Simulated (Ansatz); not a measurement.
**CuI: response to strain**

The reference is CuI in the zinc blende structure (space group F-43m, No. 216; a = 5.939 Å).

Strains are applied to the cell and any free atomic positions relax.

The values are results of PBEsol/PAW in Ansatz (a program for electronic structure), no SOC, not measurements.

| isotropic strain (%) | pressure (GPa) |
|---|---|
| -3 | 5.7 |
| -2.5 | 4.6 |
| -2 | 3.5 |
| -1.5 | 2.5 |
| -0.5 | ? |
| 0 | 0.0 |
| 0.5 | -0.7 |
| 2 | -2.5 |
| 2.5 | -3.0 |

### Question
Fit P = P₀ − Bδ + Cδ² with δ = (1 + ε)³ − 1 to the rows shown and predict the withheld row.

### Answer
Least squares on the printed values gives P₀ = 0.0 GPa, B = 50.9 GPa, C = 162 GPa (largest residual 0.1 GPa); this predicts 0.8 GPa, and the run gives 0.8 GPa, in agreement.

Whether these cells are dynamically stable was not tested. The final runs are not spin-polarised.
